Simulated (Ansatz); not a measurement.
Carrier properties of SiC (I-4m2)

```xyz
2
Lattice="0.0000 2.2651 2.1140 2.2651 0.0000 2.1140 2.2651 2.2651 0.0000" Properties=species:S:1:pos:R:3 pbc="T T T"
Si     0.0000     0.0000     0.0000
C      1.1325     1.1325     1.0570
```

Level of theory: r2SCAN with spin-orbit coupling, rigid bands (plane waves, PAW; Ansatz, an electronic-structure program). Condition of this run: biaxial stress in (001) of -15 GPa (compression positive) (the target of the relaxation). How the cell was made: cell and atoms relaxed with PBEsol, then loaded as said.

```json
{
 "band_gap": "1.07 eV",
 "electron conductivity mass (300 K, dilute)": "0.26 (x), 0.26 (y), 0.59 (z) mₑ",
 "hole conductivity mass (300 K, dilute)": "0.64 (x), 0.64 (y), 0.47 (z) mₑ",
 "effective density of states N_c (300 K)": "4.9e18 cm⁻³",
 "effective density of states N_v (300 K)": "9.9e18 cm⁻³",
 "density_of_states_mass_electrons": "0.34 mₑ",
 "density_of_states_mass_holes": "0.54 mₑ",
 "Seebeck coefficient, n-type 1e19 cm⁻³, 300 K": "-168 μV/K",
 "Seebeck coefficient, p-type 1e19 cm⁻³, 300 K": "230 μV/K"
}
```

Rigid bands; masses and Seebeck coefficients take one relaxation time τ for all states and one kind of carrier; polarons and phonon drag are left out. Geometry: cell and atoms relaxed with PBEsol.
